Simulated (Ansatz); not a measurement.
Consider InAs in the zinc blende structure (space group F-43m, No. 216; a = 6.0261 Å).

Level of theory: LDA (Ansatz, a first-principles code, PAW, scalar-relativistic without spin-orbit coupling).

For the base:

The pressure comes out as 0.0 GPa and the band gap comes out as zero.

The change: every lattice vector is stretched by 0.50 %; the atoms relax in the strained cell.

Task: What happens to the pressure, energy relative to the base and band gap?

Result: The pressure goes from zero to -0.9 GPa; the energy grows by 1.1 meV/atom; the band gap is still zero.

A case with no gap was solved on a k-mesh chosen for an insulator, which is coarse for it. Whether these cells are dynamically stable was not tested. All final runs are without spin polarisation. The zero or small gap of InAs can change with the level of theory.
